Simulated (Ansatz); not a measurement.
We consider antifluorite K2S, described by LDA (plane waves, PAW; Ansatz, a quantum-chemistry and plane-wave program).

Numerical settings: plane-wave cutoff 520 eV, 8×8×8 k mesh, perturbation theory, force constants from a 4×4×4 q mesh, scalar-relativistic PAW data made under PBE.

Computed at the level's own relaxed cell.

```cif
data_K8S4
_chemical_formula_sum 'K8 S4'
_space_group_name_H-M_alt 'Fm-3m'
_space_group_IT_number 225
_space_group_name_Hall '-F 4 2 3'
_cell_length_a 7.19010
_cell_length_b 7.19010
_cell_length_c 7.19010
_cell_angle_alpha 90.000
_cell_angle_beta 90.000
_cell_angle_gamma 90.000
loop_
_atom_site_label
_atom_site_type_symbol
_atom_site_symmetry_multiplicity
_atom_site_Wyckoff_symbol
_atom_site_fract_x
_atom_site_fract_y
_atom_site_fract_z
_atom_site_occupancy
K1 K 8 c 0.25000 0.25000 0.25000 1
S1 S 4 a 0.00000 0.00000 0.00000 1
```
(The calculation used a cell of 3 atoms; values per cell refer to that cell.)

Harmonic phonon frequencies (cm⁻¹; i marks an imaginary mode; at Γ without the LO shift):

| q point | frequencies |
|---|---|
| Γ | 0 0 0 134 134 134 182 182 182 |
